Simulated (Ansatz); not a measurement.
Take HgS in the zinc blende structure (space group F-43m, No. 216) as the base.

```yaml
crystal:
  lattice:
    - [0.00000, 2.90597, 2.90597]
    - [2.90597, 0.00000, 2.90597]
    - [2.90597, 2.90597, 0.00000]
  atoms:
    - { symbol: Hg, position: [0.00000, 0.00000, 0.00000] }
    - { symbol: S, position: [0.25000, 0.25000, 0.25000] }
```

Cartesian axes are those of the cell as printed.

The values are results of LDA in Ansatz (plane waves to 420 eV, PAW, spin-orbit coupling left out), not measurements.

Strains are applied to the cell and any free atomic positions relax; under biaxial strain the out-of-plane vector relaxes too.

One change was made to it. Results:

| quantity | base | after |
|---|---|---|
| energy relative to the base (free energy F) | 0 meV/atom | +6.8 meV/atom |
| pressure (mean of the normal stresses, compression positive) | 0.0 GPa | -1.4 GPa |
| volume per atom | 24.54 Å³ | 25.06 Å³ |

Which change produced these results?
A) biaxial strain +2.08 %, plane normal [111], relaxed out of plane
B) biaxial strain +1.25 %, plane normal [111], relaxed out of plane
C) biaxial strain −1.25 %, plane normal [111], relaxed out of plane
D) biaxial strain −2.08 %, plane normal [111], relaxed out of plane
E) biaxial strain +0.42 %, plane normal [111], relaxed out of plane

A, biaxial strain +2.08 %, plane normal [111], relaxed out of plane. For comparison, the volume per atom in the other runs: biaxial strain −2.08 %, plane normal [111], relaxed out of plane gives 24.04 Å³; biaxial strain +0.42 %, plane normal [111], relaxed out of plane gives 24.65 Å³; biaxial strain −1.25 %, plane normal [111], relaxed out of plane gives 24.24 Å³; biaxial strain +1.25 %, plane normal [111], relaxed out of plane gives 24.85 Å³.

A case with no gap was solved on a k-mesh chosen for an insulator, which is coarse for it. Stability against distortions was not tested. The final runs are not spin-polarised.

Ansatz is an electronic-structure program.
